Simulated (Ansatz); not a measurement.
Consider CoSi2 (space group Fm-3m, No. 225; non-magnetic).

```
CELL_PARAMETERS angstrom
      0.00000     2.68017     2.68017
      2.68017     0.00000     2.68017
      2.68017     2.68017     0.00000
ATOMIC_POSITIONS crystal
  Co 0.00000 0.00000 0.00000
  Si 0.25000 0.25000 0.25000
  Si 0.75000 0.75000 0.75000
```

Computed with PBE (Ansatz, a first-principles code), spin-orbit coupling left out, earlier PAW set.

Base values:

The volume per atom comes out as 12.84 Å³.

It is then changed as follows: cell and atoms relaxed at a pressure of 1.5 GPa.

Question: Estimate the effect on the volume per atom.

Answer: The volume per atom decreases by 0.11 Å³ (12.84 Å³ → 12.73 Å³).

Load acts through the strain it causes; cell and atoms are relaxed under it. No phonon test of stability was made. Starting moments died away, wholly or in part, for the base; another magnetic solution may exist. All final runs are without spin polarisation. An odd electron count without spin: CoSi2.
